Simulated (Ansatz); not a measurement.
Results of r²SCAN-D4 (Ansatz, a first-principles code, plane waves, PAW) for quartz-high SiO2 (high-temperature phase).

Settings: plane-wave cutoff 560 eV, 12×12×6 k mesh (along the axes of the cell as run), Fermi–Dirac smearing 0.01 eV, scalar-relativistic PAW data made under PBE.

Computed at the level's own relaxed cell.

```
CELL_PARAMETERS angstrom
      2.52679    -4.37653     0.00000
      2.52679     4.37653     0.00000
      0.00000     0.00000     5.53910
ATOMIC_POSITIONS crystal
  Si 0.50000 0.50000 0.33333
  Si 0.50000 0.00000 0.00000
  Si 0.00000 0.50000 0.66667
  O  0.20804 0.79196 0.83333
  O  0.20804 0.41608 0.50000
  O  0.58392 0.79196 0.16667
  O  0.79196 0.20804 0.83333
  O  0.79196 0.58392 0.50000
  O  0.41608 0.20804 0.16667
```

List the 31 lowest band energies at Γ above −25 eV (eV, relative to the valence band maximum), grouping those that round alike.

At Γ: -20.42, -18.97 (×2), -18.38, -18.34 (×2), -8.64 (×2), -5.82, -5.52, -5.42 (×2), -2.96, -2.92 (×2), -2.60, -1.76, -1.75 (×2), -1.02 (×2), -0.47 (×2), -0.19, 6.30, 9.75 (×2), 10.10 (×2), 11.15, 11.98.

Note: symmetry holds this phase in the static calculation, where it need not be a minimum; held by symmetry at 0 K, a high-temperature phase can be a saddle point.
